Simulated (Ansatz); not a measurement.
A series of runs on ScF₃ (R-3, 8 atoms in the cell)

```
CELL_PARAMETERS angstrom
      2.44211     1.40996     4.49187
     -2.44211     1.40996     4.49187
      0.00000    -2.81991     4.49187
ATOMIC_POSITIONS crystal
  Sc 0.33333 0.33333 0.33333
  Sc 0.66667 0.66667 0.66667
  F  0.08800 0.75500 0.42100
  F  0.42100 0.08800 0.75500
  F  0.75500 0.42100 0.08800
  F  0.91200 0.24500 0.57900
  F  0.57900 0.91200 0.24500
  F  0.24500 0.57900 0.91200
```

Base run A: PBE in Ansatz (an electronic-structure program), self-consistent single point.

Its settings: basis.ecutwfc = 420 eV; kpoints.mp_grid.grid = 6 6 6; kpoints.mp_grid.shift = 0.5 0.5 0.5; hamiltonian.xc = pbe; hamiltonian.pseudopotentials = {kind: paw} (the program's default PAW files); scf.occupations.method = fermi_dirac; scf.occupations.width = 0.1 eV.

The starting cell was generated: these elements placed on a structure prototype, without a prior relaxation; it need not be a known phase or ordering of this composition. In the base run, with a pressure of about 13 GPa the cell is away from its equilibrium volume at this level. In the base run, forces exceed 1 eV/Å. Ansatz's pressure includes its estimate of the finite-basis (Pulay) stress. The shifted mesh does not hold Γ, so a gap read on it misses any band edge there.

Total energies depend on the potentials, the functional and any Hubbard or dispersion term, so they are compared only between runs that share all of them.

| run | change | pressure (GPa) | largest force (eV/Å) | gap on the mesh (eV) |
|---|---|---|---|---|
| A | base | 13.32 | 1.107 | 5.638 |
| B | hamiltonian.xc: pbe → lda [LDA (PW92)] | 2.69 | 1.517 | 5.520 |
| C | hamiltonian.xc: pbe → pbesol [PBEsol] | 8.24 | 1.325 | 5.595 |
| D | hamiltonian.xc: pbe → rpbe [RPBE] | 18.04 | 1.003 | 5.700 |
| E | hamiltonian.xc: pbe → revpbe [revPBE] | 16.92 | 1.041 | 5.685 |
| F | hamiltonian.xc: pbe → blyp [BLYP] | 16.18 | 0.958 | 5.634 |
| G | basis.ecutwfc: 420 eV → 500 eV; hamiltonian.xc: pbe → r2scan [r2SCAN] | 9.29 | 1.290 | 6.240 |

Run F against A: The pressure goes from 13.32 to 16.18 GPa, the largest force goes from 1.107 to 0.958 eV/Å and the gap on the mesh moves little (5.638 to 5.634 eV).

Run B against A: The pressure goes from 13.32 to 2.69 GPa, the largest force goes from 1.107 to 1.517 eV/Å and the gap on the mesh goes from 5.638 to 5.520 eV.

Run G against A: The pressure goes from 13.32 to 9.29 GPa, the largest force goes from 1.107 to 1.290 eV/Å and the gap on the mesh goes from 5.638 to 6.240 eV.

Keys are those of Ansatz 0.2.
